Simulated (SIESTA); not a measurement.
Worked example: self-consistent single point of Ba3In2As4 (P1, 18 atoms in the cell) in SIESTA.

Method of the run: LDA PW92, numerical atomic orbitals DZP, PseudoDojo LDA standard norm-conserving potentials (rewritten from UPF to PSML) (SIESTA 5.4.2).

```yaml
crystal:
  lattice:
    - [7.15800, -5.56535, 0.00000]
    - [7.15800, 5.56535, 0.00000]
    - [-0.03095, 0.00000, 7.20923]
  atoms:
    - { symbol: Ba, position: [0.59924, 0.40271, 0.25185] }
    - { symbol: Ba, position: [0.40218, 0.59763, 0.74580] }
    - { symbol: Ba, position: [0.00423, 0.75526, 0.03767] }
    - { symbol: Ba, position: [0.25207, 0.99405, 0.47188] }
    - { symbol: Ba, position: [0.99610, 0.23930, 0.95694] }
    - { symbol: Ba, position: [0.74709, 0.00713, 0.54430] }
    - { symbol: In, position: [0.17953, 0.41403, 0.41740] }
    - { symbol: In, position: [0.57458, 0.83008, 0.08648] }
    - { symbol: In, position: [0.82394, 0.57950, 0.58847] }
    - { symbol: In, position: [0.41545, 0.18452, 0.91241] }
    - { symbol: As, position: [0.25095, 0.43141, 0.07005] }
    - { symbol: As, position: [0.56847, 0.74384, 0.42283] }
    - { symbol: As, position: [0.74703, 0.56834, 0.93221] }
    - { symbol: As, position: [0.43618, 0.25653, 0.56924] }
    - { symbol: As, position: [0.94109, 0.29177, 0.46826] }
    - { symbol: As, position: [0.71465, 0.05626, 0.02328] }
    - { symbol: As, position: [0.06098, 0.70882, 0.52395] }
    - { symbol: As, position: [0.28625, 0.93879, 0.97696] }
```

Reference input (self-consistent single point, DFT, LDA PW92, numerical atomic orbitals DZP, PseudoDojo LDA standard norm-conserving potentials (rewritten from UPF to PSML)): XC.functional = LDA; XC.authors = PW92; potentials = PseudoDojo LDA standard; PAO.BasisSize = DZP; PAO.EnergyShift = 0.01 Ry; MeshCutoff = 400 Ry; kgrid.MonkhorstPack = 2 2 3; OccupationFunction = FD; ElectronicTemperature = 580.23 K; MaxSCFIterations = 150; SCF.Mixer.Method = Broyden; SCF.Mixer.Weight = 0.1. This run's input differs from it in these lines:

```diff
@@ -43,2 +43,3 @@
 PAO.EnergyShift              0.01 Ry
+PAO.SplitNorm                0.05
 MeshCutoff                   400 Ry
```

The program printed (abridged):

```
        iscf     Eharris(eV)        E_KS(eV)     FreeEng(eV)     dDmax    Ef(eV) dHmax(eV)
   scf:    1   -34826.196037   -34849.963723   -34849.963724  1.623323 -4.312648  5.318019
   scf:    2   -34853.773477   -34851.947408   -34851.947413  0.051221 -4.249069  4.018089
   scf:    3   -34856.222148   -34854.723333   -34854.723509  0.153408 -4.060769  1.141637
   scf:    4   -34855.048055   -34854.909267   -34854.909584  0.025395 -4.050521  0.590764
   scf:    5   -34854.974889   -34854.944290   -34854.944709  0.010951 -4.044226  0.462538
   scf:    6   -34854.989548   -34854.970286   -34854.970805  0.018703 -4.058457  0.192734
   [... lines left out ...]
   scf:    9   -34854.971726   -34854.971670   -34854.972195  0.000817 -4.061078  0.009449
   scf:   10   -34854.971700   -34854.971686   -34854.972214  0.000480 -4.060071  0.004302
   scf:   11   -34854.971692   -34854.971690   -34854.972219  0.000262 -4.059512  0.002054
   scf:   12   -34854.971691   -34854.971690   -34854.972220  0.000071 -4.059390  0.001039
   scf:   13   -34854.971691   -34854.971690   -34854.972220  0.000048 -4.059323  0.000484
   scf:   14   -34854.971690   -34854.971690   -34854.972220  0.000018 -4.059303  0.000369
   scf:   15   -34854.971690   -34854.971690   -34854.972220  0.000008 -4.059298  0.000299
SCF Convergence by DM+H criterion
max |DM_out - DM_in|         :     0.0000077135
max |H_out - H_in|      (eV) :     0.0002987932
SCF cycle converged after 15 iterations

Using DM_out to compute the final energy and forces

siesta: E_KS(eV) =           -34854.9717

siesta: E_KS - E_eggbox =    -34854.9717

siesta: Atomic forces (eV/Ang):
     1   -0.043108   -0.129536   -0.348514
     2    0.126151    0.111819    0.254524
     3   -0.150595   -0.197995    0.128971
   [... 15 lines left out ...]
   Tot    0.001507   -0.000236   -0.001095
   Max    0.661865
   Res    0.257838    sqrt( Sum f_i^2 / 3N )
   Max    0.661865    constrained

Stress tensor Voigt[x,y,z,yz,xz,xy] (kbar):       -1.74      -12.87       -3.15       -0.80       -0.65       -1.42
(Free)E + p*V (eV/cell)   -34852.8500
Target enthalpy (eV/cell)   -34854.9722

   [... lines left out ...]
siesta: FreeEng =    -34854.972220
   [... lines left out ...]
siesta:    -0.001085   -0.000885   -0.000405
siesta:    -0.000885   -0.008033   -0.000501
siesta:    -0.000405   -0.000501   -0.001966

siesta: Cell volume =        574.385270 Ang**3

siesta: Pressure (static):
siesta:                Solid            Molecule  Units
siesta:           0.00004024          0.00000839  Ry/Bohr**3
siesta:           0.00369474          0.00077076  eV/Ang**3
siesta:           5.91962354          1.23489023  kBar
```

The run converged in 15 iterations. Against the reference run the free energy rises by 10.7 meV/atom, the pressure goes from 0.48 to 0.59 GPa, the largest force hardly changes (0.695 to 0.703 eV/Å) and the gap on the mesh goes from 0.494 to 0.529 eV.

The starting cell comes from a database of published, mostly measured structures (it also holds non-ambient and calculated ones), without a prior relaxation at this level. Its atoms were displaced at random from the sites of space group no. 15. Values carry the incompleteness of an atom-centred basis. The basis of the alkali or alkaline-earth atoms may lack their empty d shell, which can raise the gap.

Cost on one core of a shared machine: roughly 2 min.
